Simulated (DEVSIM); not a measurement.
Device: Co/HfO2/SiO2/p-Si capacitor, at 400 K.

| layer (left to right) | material | thickness (nm) | Na (cm⁻³) |
|---|---|---|---|
| 1 | HfO2 | 4.20 | - |
| 2 | SiO2 | 0.990 | - |
| 3 | Si | 1100 | 2.8e17 |

Metal gate on the left, work function 5 eV. Fixed charge at the semiconductor interface -6.6e10 cm⁻² (in units of +e); no interface traps.

Constants are typed, rounded textbook-type inputs, not results; the design itself was drawn at random and stands for no fabricated device. Values at 300 K; Nc and Nv go as T^1.5, mobilities as T to minus their exponent, the gap by Varshni's rule with the affinity fixed.

```csv
parameter,HfO2,SiO2,Si
gap (eV),5.7,9,1.124
affinity (eV),2.5,0.9,4.05
permittivity,22,3.9,11.7
Nc (cm⁻³),-,-,2.86e19
Nv (cm⁻³),-,-,3.1e19
Varshni α (eV/K),-,-,0.000473
Varshni β (K),-,-,636
```

Simulated with DEVSIM: 1D Poisson equation in equilibrium, Boltzmann statistics, complete ionisation; no quantum confinement or tunnelling. Metal contacts follow the ideal Schottky-Mott rule: no Fermi-level pinning, no interface dipoles.

The HfO2 thickness was swept, all else fixed.

| HfO2 thickness (μm) | capacitance of the dielectric stack (μF/cm²) | minimum of the low-frequency capacitance (μF/cm²) | threshold voltage (band bending 2φF) (V) |
|---|---|---|---|
| 0.0017 | 2.67 | 0.193 | 0.88 |
| 0.0023 | 2.47 | 0.193 | 0.89 |
| 0.0029 | 2.30 | 0.191 | 0.90 |
| 0.0036 | 2.12 | 0.188 | 0.90 |
| 0.0042 | 1.99 | 0.186 | 0.91 |
| 0.005 | 1.84 | 0.184 | 0.92 |

From the first row to the last the capacitance of the dielectric stack goes from 2.67 to 1.84. From the first row to the last the minimum of the low-frequency capacitance goes from 0.193 to 0.184.
